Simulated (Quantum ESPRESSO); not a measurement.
Quantum ESPRESSO run on Sc3Nb (I4/mmm, 4 atoms in the cell): self-consistent single point.

Level of theory: LDA (PZ), PSlibrary PAW (LDA) pseudopotentials (plane waves; Quantum ESPRESSO).

```
Sc3Nb
1.0
   -2.22954     2.22954     4.45505
    2.22954    -2.22954     4.45505
    2.22954     2.22954    -4.45505
Sc Nb
3 1
Cartesian
  0.00000   2.22954   2.22753
  2.22954   0.00000   2.22753
  0.00000   0.00000   4.45505
  0.00000   0.00000   0.00000
```

Reference input (self-consistent single point, DFT, LDA (PZ), plane waves, PSlibrary PAW (LDA) pseudopotentials): ecutwfc = 55 Ry; ecutrho = 440 Ry; occupations = smearing; smearing = marzari-vanderbilt; degauss = 0.0099958 Ry; potentials = {Sc: Sc.pz-spn-kjpaw_psl.1.0.0.UPF, Nb: Nb.pz-spn-kjpaw_psl.1.0.0.UPF}; K_POINTS = automatic 6 6 6 0 0 0; conv_thr = 1e-10 Ry; mixing_beta = 0.4. This run's input differs from it in these lines:

```diff
@@ -12,4 +12,4 @@
     ntyp = 2
-    ecutwfc = 55
-    ecutrho = 440
+    ecutwfc = 50
+    ecutrho = 400
     occupations = 'smearing'
```

Output (repeated stretches shortened):

```
     Self-consistent Calculation

     iteration #  1     ecut=    50.00 Ry     beta= 0.40

     Threshold (ethr) on eigenvalues was too large:
     Diagonalizing with lowered threshold

     total energy              =    -786.26321959 Ry
     estimated scf accuracy    <       0.21572973 Ry

     iteration #  2     ecut=    50.00 Ry     beta= 0.40

     total energy              =    -786.25204632 Ry
     estimated scf accuracy    <       1.08327802 Ry

     iteration #  3     ecut=    50.00 Ry     beta= 0.40

     total energy              =    -786.32303921 Ry
     estimated scf accuracy    <       0.04032966 Ry

   [... 29 blocks of this kind left out ...]

     iteration # 33     ecut=    50.00 Ry     beta= 0.40

     total energy              =    -786.35537992 Ry
     estimated scf accuracy    <          4.7E-09 Ry

     iteration # 34     ecut=    50.00 Ry     beta= 0.40
     End of self-consistent calculation

     the Fermi energy is    11.2563 ev

!    total energy              =    -786.35537992 Ry
     estimated scf accuracy    <          7.7E-11 Ry
     smearing contrib. (-TS)   =      -0.00002403 Ry
     internal energy E=F+TS    =    -786.35535588 Ry

     convergence has been achieved in  34 iterations

     Forces acting on atoms (cartesian axes, Ry/au):

     atom    1 type  1   force =     0.00000000    0.00000000    0.00000000
   [... zero for the other atoms too ...]

     Total force =     0.000000     Total SCF correction =     0.000000

          total   stress  (Ry/bohr**3)                   (kbar)     P=      -68.71
  -0.00047432   0.00000000   0.00000000          -69.77        0.00        0.00
  -0.00000000  -0.00047432  -0.00000000           -0.00      -69.77       -0.00
   0.00000000   0.00000000  -0.00045257            0.00        0.00      -66.58

   JOB DONE.
```

The run converged in 34 iterations. Against the reference run the free energy rises by 16.1 meV/atom and the pressure goes from -7.22 to -6.87 GPa.

The starting cell comes from a database of computed structures (which also holds hypothetical and non-ambient phases and stackings), without a prior relaxation at this level. Spin polarisation is off.

Cost on one core of a shared machine: roughly 6 min.
